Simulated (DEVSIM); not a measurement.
System: Si p+/n-/n+ power diode, at 300 K.

Layer 1 from the left is Si, thickness (μm) 1.60, Na (cm⁻³) 2.7e18, τn (s) 5.6e-7, τp (s) 5.6e-7. Layer 2 from the left is Si, thickness (μm) 65.0, Nd (cm⁻³) 3.6e13, τn (s) 5.6e-7, τp (s) 5.6e-7. Layer 3 from the left is Si, thickness (μm) 2.30, Nd (cm⁻³) 2.7e18, τn (s) 5.6e-7, τp (s) 5.6e-7.

Left contact: ohmic. Right contact: ohmic. Voltage is applied to the left contact. Recombination: SRH at mid-gap. Mobility is constant in doping.

Constants are typed, rounded textbook-type inputs, not results; the design itself was drawn at random and stands for no fabricated device. Values at 300 K.

Si: gap (eV) 1.124, affinity (eV) 4.05, permittivity 11.7, Nc (cm⁻³) 2.86e19, Nv (cm⁻³) 3.1e19, μn (cm²/Vs) 1417, μp (cm²/Vs) 470.

Simulated with DEVSIM: 1D drift-diffusion, Boltzmann statistics, complete ionisation; no tunnelling, impact ionisation, image-force lowering or self-heating.

Problem. What does the simulation give for the potential step across the device at zero bias, the dark forward voltage at 100 A/cm², the dark forward voltage at 1 A/cm²?

Solution. potential step across the device at zero bias 1.000 V; dark forward voltage at 100 A/cm² 0.847 V; dark forward voltage at 1 A/cm² 0.626 V.
